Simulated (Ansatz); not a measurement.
# AlPt3, response to strain

Base system: AlPt$_{3}$ (space group P4/mbm, No. 127; a cell from a computed database, its experimental status unchecked).

```xyz
16
Lattice="5.4483 0.0000 0.0000 0.0000 5.4483 0.0000 0.0000 0.0000 7.8475" Properties=species:S:1:pos:R:3 pbc="T T T"
Al     2.7242     0.0000     1.8702
Al     2.7242     0.0000     5.9773
Al     0.0000     2.7242     1.8702
Al     0.0000     2.7242     5.9773
Pt     1.2874     4.0116     0.0000
Pt     4.1609     1.4368     0.0000
Pt     1.4368     1.2874     0.0000
Pt     4.0116     4.1609     0.0000
Pt     0.0000     0.0000     1.9885
Pt     0.0000     0.0000     5.8590
Pt     2.7242     2.7242     5.8590
Pt     2.7242     2.7242     1.9885
Pt     3.7879     1.0637     3.9238
Pt     1.6604     4.3846     3.9238
Pt     4.3846     3.7879     3.9238
Pt     1.0637     1.6604     3.9238
```

Cartesian axes are those of the cell as printed.

Strains are applied to the cell and any free atomic positions relax; under stress the whole cell relaxes.

Level of theory: plane-wave PAW DFT at the PBEsol level (Ansatz, a first-principles code, 420 eV), scalar-relativistic without spin-orbit coupling.

Notes on the quantities. pressure: mean of the normal stresses, compression positive; energy relative to the base: free energy F.

```csv
change,pressure,energy relative to the base,largest internal atomic displacement,shortest interatomic distance
base,0.0 GPa,0 meV/atom,–,2.546 Å
uniaxial strain ε_xx = +5.05 %,-10.1 GPa,+37 meV/atom,0.023 Å,2.566 Å
uniaxial strain ε_yy = +3.51 %,-7.5 GPa,+19 meV/atom,0.015 Å,2.561 Å
uniaxial strain ε_yy = +5.27 %,-10.5 GPa,+40 meV/atom,0.026 Å,2.567 Å
"uniaxial stress, 1 GPa compression along x",–,+0.2 meV/atom,–,2.546 Å
```

Without a gap, meshes like the base's 7×7×5 leave anisotropic stresses uncertain by several tenths of a GPa, and small strain energies with them. Stability under load was not tested beyond the relaxation. All final runs are without spin polarisation.
